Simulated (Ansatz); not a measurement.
White tin (β-Sn) was calculated with r²SCAN+rVV10 (Ansatz, a quantum-chemistry and plane-wave program, PAW).

Settings: plane-wave cutoff 560 eV, 20×20×20 k mesh, Fermi–Dirac smearing 0.05 eV, scalar-relativistic PAW data made under PBE.

Cell (relaxed at this level):

```
Sn
1.0
   -2.92610     2.92610     1.58431
    2.92610    -2.92610     1.58431
    2.92610     2.92610    -1.58431
Sn
2
Cartesian
  2.92610   0.00000   0.79216
  0.00000   0.00000   0.00000
```

Question: Predict the bulk modulus and pressure derivative B′ of the bulk modulus.

Answer: 
- bulk modulus = 57.4 GPa
- pressure derivative B′ of the bulk modulus = 4.8

The run finds no gap.

Measured, for comparison: bulk modulus 57.0 GPa (temperature not stated, no zero-point or thermal correction; as tabulated in Chen et al. (2023), arXiv:2209.05059). Computed (rounded) less measured: bulk modulus +0.7 %.

Note: the bulk modulus comes from volumes at which shape and atoms were relaxed.

Spin–orbit coupling is not included.

The result took about 22 core-minutes (a rough figure).
